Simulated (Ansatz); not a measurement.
The starting structures come from a database of crystals and need not be the phases stable at ambient conditions.

Input:

```
CELL_PARAMETERS angstrom
      4.61119     0.00000     0.00000
      2.30559     3.99341     0.00000
      2.30560     1.33114     7.50661
ATOMIC_POSITIONS crystal
  Mg 0.50082 0.50082 0.49754
  Cd 0.99949 0.99949 0.00152
  Te 0.87338 0.87338 0.37985
  Te 0.37629 0.37629 0.87113
```

Space group of this cell: R3m. The cell is taken as given; by PBEsol its mean pressure is -0.9 GPa.

These are PBEsol (plane waves, PAW; Ansatz, a first-principles code) values and carry that method's errors.

The current runs along the normal of the first two printed vectors; no spin-orbit coupling. Scaled by the factor s: the length along the current (ions clamped). Meshes 8×8×8 and 12×12 across the current in all rows.

```tsv
s	mean pressure (GPa)	band gap (eV)
0.97	0.3	?
1.00	-0.9	1.20
1.03	-1.8	1.09
```

Take the slope of the band gap against ln s from the two given rows, extrapolate to s = 0.97, and say what the run there gives.

Slope = (1.09 − 1.20) / ln 1.03 = -3.72 eV. The line gives 1.20 + (-3.72) × ln 0.97 = 1.31 eV. The run gives 1.29 eV, 0.02 eV under the line, 21 % of the predicted step.
